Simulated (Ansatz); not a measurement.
## InSb: biaxial strain −1.25 %, plane normal [111], relaxed out of plane

The reference is InSb in the zinc blende structure (space group F-43m, No. 216; a = 6.519 Å). Axes: x, y, z lie along the cube axes.

One thing is altered: compressive biaxial strain of 1.25 % in the plane normal to [111], as in epitaxy on a mismatched substrate; the out-of-plane cell vector and the atoms relax.

Level of theory: PBEsol (Ansatz, a program for electronic structure), spin-orbit coupling left out. k-mesh 12×12×12 (Γ-centred); smearing 0.05 eV (Fermi–Dirac).

| quantity | base | changed | shift |
|---|---|---|---|
| volume per atom | 34.63 Å³ | 34.03 Å³ | -0.595 Å³ |
| space group | F-43m (No. 216) | R3m (No. 160) | – |
| shortest interatomic distance | 2.823 Å | 2.803 Å | -0.020 Å |
| energy relative to the base (free energy F) | 0 meV/atom | +3.1 meV/atom | +3.1 meV/atom |
| band gap | zero | zero | – |
| out-of-plane strain (rough) | – | +0.79 % | – |
| mean in-plane stress (compression positive) (rough) | – | +1.2 GPa | – |

Final structure (turned so that z lies along the plane normal):

```
InSb
1.0
    4.55193     0.00000     0.00000
    2.27596     3.94209     0.00000
    2.27596    -1.31403     3.79327
In Sb
1 1
Direct
  0.99767   0.00116   0.00349
  0.50233   0.24884   0.74651
```

Cost of the whole job for the changed cell (relaxation, final SCF and bands): roughly 80 core-seconds.

Without a gap, meshes like the base's 12×12×12 leave anisotropic stresses uncertain by several tenths of a GPa, and small strain energies with them. With Sb present, leaving out spin-orbit coupling can change the band edges. Whether these cells are dynamically stable was not tested. The final runs are not spin-polarised. The zero or small gap of InSb can change with the level of theory.
